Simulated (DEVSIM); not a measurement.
**abrupt InP n-p junction**

Structure: abrupt InP n-p junction, at 300 K.

```csv
layer (left to right),material,thickness (μm),Nd (cm⁻³),Na (cm⁻³),τn (s),τp (s)
1,InP,0.240,2.2e15,-,2.2e-8,2.2e-8
2,InP,2.40,-,3.8e15,6.6e-9,2.2e-8
```

Left contact: ohmic. Right contact: ohmic. Voltage is applied to the left contact. Recombination: SRH at mid-gap, radiative, Auger. Mobility is μmin + (μ − μmin)/(1 + (N/Nref)^α).

The device is made up for the run: typed textbook-type constants, with dimensions and the other settings drawn at random. Values at 300 K.

```csv
parameter,InP
gap (eV),1.344
affinity (eV),4.38
permittivity,12.5
Nc (cm⁻³),5.7e17
Nv (cm⁻³),1.1e19
μn (cm²/Vs),5200
μp (cm²/Vs),170
"μn,min",400
"μp,min",10
"Nref,n",3e17
"Nref,p",4.9e17
αn,0.47
αp,0.62
B (cm³/s),1.2e-10
Cn (cm⁶/s),9e-31
Cp (cm⁶/s),9e-31
```

Simulated with DEVSIM: 1D drift-diffusion, Boltzmann statistics, complete ionisation; no tunnelling, impact ionisation, image-force lowering or self-heating.

| Property | Result |
|---|---|
| Potential step across the device at zero bias | 0.994 V |
| Largest field in the device at zero bias | 23000 V/cm |
| Dark forward voltage at 1 A/cm² | 0.836 V |
| Dark forward voltage at 100 A/cm² | 1.008 V |

Dark forward current:

| V (V) | J (A/cm²) |
|---|---|
| -0.05 | -5.6e-10 |
| -0.10 | -2.0e-9 |
| -0.15 | -5.7e-9 |
| -0.20 | -1.6e-8 |
| -0.25 | -4.3e-8 |
| -0.30 | -1.2e-7 |
| -0.35 | -3.3e-7 |
| -0.40 | -9.6e-7 |
| -0.45 | -3.1e-6 |
| -0.50 | -1.2e-5 |
| -0.55 | -5.1e-5 |
| -0.60 | -0.00026 |
| -0.65 | -0.0015 |
| -0.70 | -0.0085 |
| -0.75 | -0.050 |
| -0.80 | -0.29 |
| -0.85 | -1.6 |
| -0.90 | -7.7 |
| -0.95 | -29 |
| -1.00 | -86 |
| -1.05 | -200 |
| -1.10 | -400 |
| -1.15 | -690 |
| -1.20 | -1100 |
| -1.25 | -1600 |
| -1.30 | -2100 |
